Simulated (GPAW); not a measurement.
**A short convergence ladder for TaN (P3m1, 2 atoms in the cell)**

```
TaN
1.0
    2.94876     0.00000     0.00000
   -1.47438     2.55370     0.00000
    0.00000     0.00000     2.89885
Ta N
1 1
Direct
  0.00000   0.00000   0.51725
  0.66667   0.33333   0.00000
```

Base method: PBEsol, GPAW PAW datasets PBEsol (made by gpaw-setup) (plane waves; GPAW).

Base settings: mode = pw; ecut = 900 eV; xc = PBEsol; kpts = 5 5 4; mesh shift (steps) = 0 0 0; occupations.name = fermi-dirac; occupations.width = 0.1 eV; nbands = -8; symmetry.symmorphic = false; symmetry.tolerance = 0.0005.

Core times come from one kind of shared machine, to one figure; runs under 30 s give none.

**The relaxed cell against the cutoff**

On TaN (P-6m2, 2 atoms in the cell): atoms on their sites.

In this ladder: convergence.density = 1e-05 e/electron; optimizer = BFGS; fmax = 0.05 eV/Å.

The mesh stays at the base's, so the ladder's end is converged at best in this setting alone.

Only quantities that move along the ladder and can be compared are tabulated.

| ecut | relaxed volume (Å³/atom) | relaxation steps | core time / last (rough) |
|---|---|---|---|
| 450 eV | 9.939 | 4 | – |
| 540 eV | 10.312 | 4 | – |
| 630 eV | 10.504 | 3 | 0.4 |
| 765 eV | 10.615 | 3 | 0.3 |
| 900 eV | 10.640 | 3 | 0.5 |
| 1080 eV | 10.643 | 3 | 0.5 |
| 1350 eV | 10.644 | 3 | 0.5 |
| 1800 eV | 10.644 | 3 | 1 |

Coarsest ecut that holds the relaxed volume within 0.011 Å³/atom of the last step, with all finer ones: 900 eV; the step before is off by 0.029 Å³/atom.

At the lowest cutoff the cell relaxes to a volume 6.6 % smaller than at the highest.

On the base run: the starting cell comes from a database of computed structures (which also holds hypothetical and non-ambient phases and stackings), without a prior relaxation at this level. Its lattice was rescaled by up to half a per cent. One atom was moved a little off its site on purpose. Spin polarisation is off. Without a gap this mesh is coarse (it stands for a supercell whose shortest vector is 12 Å).
